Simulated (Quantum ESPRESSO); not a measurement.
A user runs Quantum ESPRESSO on Ti2Ga3 (P4/m, 10 atoms in the cell) and asks whether the run is sound. The aim is a self-consistent single point with DFT, LDA (PW92), plane waves, PseudoDojo standard norm-conserving (LDA) pseudopotentials.

Cell that was meant: a = 6.2428 Å, b = 6.2428 Å, c = 3.9764 Å, α = 90.00°, β = 90.00°, γ = 90.00°.

Part of the input:

```fortran
  occupations = 'smearing'
  smearing = 'methfessel-paxton'
  degauss = 0.0147
  tot_charge = -1
/
&electrons
  conv_thr = 1.0e-11
```

Output (repeated stretches shortened):

```
     G-vector sticks info
     --------------------
     sticks:   dense  smooth     PW     G-vecs:    dense   smooth      PW
   [... lines left out ...]
        k(    6) = (   0.0000000   0.3333333   0.6279804), wk =   0.3555556
        k(    7) = (   0.3333333   0.3333333   0.0000000), wk =   0.1777778
        k(    8) = (   0.3333333   0.3333333   0.3139902), wk =   0.3555556
        k(    9) = (   0.3333333   0.3333333   0.6279804), wk =   0.3555556

     Dense  grid:   110669 G-vectors     FFT dimensions: (  72,  72,  45)

     Initial potential from superposition of free atoms

     starting charge     125.9822, renormalised to     127.0000
     Self-consistent Calculation

     iteration #  1     ecut=    85.00 Ry     beta= 0.70

     Threshold (ethr) on eigenvalues was too large:
     Diagonalizing with lowered threshold

     total energy              =   -1390.27380375 Ry
     estimated scf accuracy    <       0.57686372 Ry

     iteration #  2     ecut=    85.00 Ry     beta= 0.70

     total energy              =   -1390.24566236 Ry
     estimated scf accuracy    <       0.80114924 Ry

     iteration #  3     ecut=    85.00 Ry     beta= 0.70

     total energy              =   -1390.42990054 Ry
     estimated scf accuracy    <       0.37324023 Ry

   [... 10 blocks of this kind left out ...]

     iteration # 14     ecut=    85.00 Ry     beta= 0.70

     total energy              =   -1390.48656073 Ry
     estimated scf accuracy    <          3.0E-11 Ry

     iteration # 15     ecut=    85.00 Ry     beta= 0.70
     End of self-consistent calculation

     the Fermi energy is    14.1994 ev

!    total energy              =   -1390.48656073 Ry
     estimated scf accuracy    <          5.3E-12 Ry
     smearing contrib. (-TS)   =       0.00052908 Ry
     internal energy E=F+TS    =   -1390.48708981 Ry

     convergence has been achieved in  15 iterations

     Forces acting on atoms (cartesian axes, Ry/au):

     atom    1 type  1   force =    -0.00244418   -0.00756366    0.00000000
     atom    2 type  1   force =     0.00244418    0.00756366    0.00000000
     atom    3 type  1   force =     0.00756366   -0.00244418    0.00000000
     atom    4 type  1   force =    -0.00756366    0.00244418    0.00000000
   [... lines left out ...]

     Total force =     0.019726     Total SCF correction =     0.000012

          total   stress  (Ry/bohr**3)                   (kbar)     P=      111.79
   0.00075826   0.00000000   0.00000000          111.54        0.00        0.00
   0.00000000   0.00075826   0.00000000            0.00      111.54        0.00
   0.00000000   0.00000000   0.00076333            0.00        0.00      112.29

   JOB DONE.
```

Is anything amiss in this input, and did it matter?

The run is not sound. The fault is an unintended net charge. A charged periodic cell changes the electron count and is neutralised by a uniform background, so energy, forces and pressure belong to another system. To fix it, remove the charge. The run converged in 15 iterations without an error; against the sound input the pressure goes from -6.44 to 11.18 GPa and the largest force goes from 0.048 to 0.204 eV/Å. The full log also holds: “c_bands:  1 eigenvalues not converged”.

The sound input it was made from differs as follows (other fixes are possible):
```diff
-  tot_charge = -1
```

With that input, the run converged in 16 iterations: free energy E − TS -18932.5974 eV; Fermi level (on the code's own zero) 13.94 eV; pressure -6.44 GPa; largest force (vector length) 0.048 eV/Å (DFT, LDA (PW92), plane waves, PseudoDojo standard norm-conserving (LDA) pseudopotentials).

On the sound input: the starting cell comes from a database of computed structures (which also holds hypothetical and non-ambient phases and stackings), without a prior relaxation at this level. Spin polarisation is off. With a pressure of about -6 GPa the cell is away from its equilibrium volume at this level. Without a gap this mesh is coarse (it stands for a supercell whose shortest vector is 19 Å).
